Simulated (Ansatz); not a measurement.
**A computed series for Ta: response to strain**

Consider Ta in the bcc (W type) structure (space group Im-3m, No. 229; relaxed with 0.1 eV smearing).

```xyz
1
Lattice="-1.6411 1.6411 1.6411 1.6411 -1.6411 1.6411 1.6411 1.6411 -1.6411" Properties=species:S:1:pos:R:3 pbc="T T T"
Ta     0.0000     0.0000     0.0000
```

Strains are applied to the cell and any free atomic positions relax.

Calculations: Kohn–Sham DFT with the PBEsol functional, run in Ansatz (a program for electronic structure) with PAW and 420 eV plane waves, no spin-orbit coupling.

Candidates:
(a) isotropic strain +2.00 %
(b) isotropic strain −2.00 %
(c) isotropic strain +1.00 %
(d) isotropic strain +1.50 %

Notes on the quantities. energy relative to the base: free energy F.

Problem. Order them by energy relative to the base, lowest first.

Solution. (c) isotropic strain +1.00 % (+10 meV/atom), (d) isotropic strain +1.50 % (+22 meV/atom), (a) isotropic strain +2.00 % (+39 meV/atom), (b) isotropic strain −2.00 % (+43 meV/atom)

Stability against distortions was not tested. The final runs are not spin-polarised.
